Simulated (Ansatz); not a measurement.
We consider Nb2SiN (model structure, started from the MAX type, P6₃/mmc, No. 194, 8 atoms in the cell), described by LDA (PAW; Ansatz, a program for electronic structure).

Numerical settings: plane-wave cutoff 520 eV, 24×24×4 k mesh (along the axes of the cell as run), Fermi–Dirac smearing 0.05 eV, no spin polarisation, scalar-relativistic PAW data made under PBE.

Cell (relaxed at this level):

Space group P6₃/mmc (No. 194); a = b = 3.1775 Å, c = 12.0949 Å, α = β = 90.00°, γ = 120.00°

```tsv
atom	site	symmetry	x	y	z
Si	2d	-6m2	0.6667	0.3333	0.2500
Nb	4f	3m.	0.3333	0.6667	0.0937
N	2a	-3m.	0.0000	0.0000	0.0000
```

Q: Predict the bulk modulus B0.

A: 
bulk modulus B0: 234 GPa

Note: the run has no spin polarisation, so it can have missed a magnetic state; the bulk modulus is −V dP/dV from two relaxed cells at ±2 % in volume; the relaxation could raise the start's symmetry but not lower it, so the cell can be a saddle point.

A model structure was made by putting elements into a prototype or built by hand; it is no filed structure, need not be a known phase, and can be a saddle point held by its symmetry.
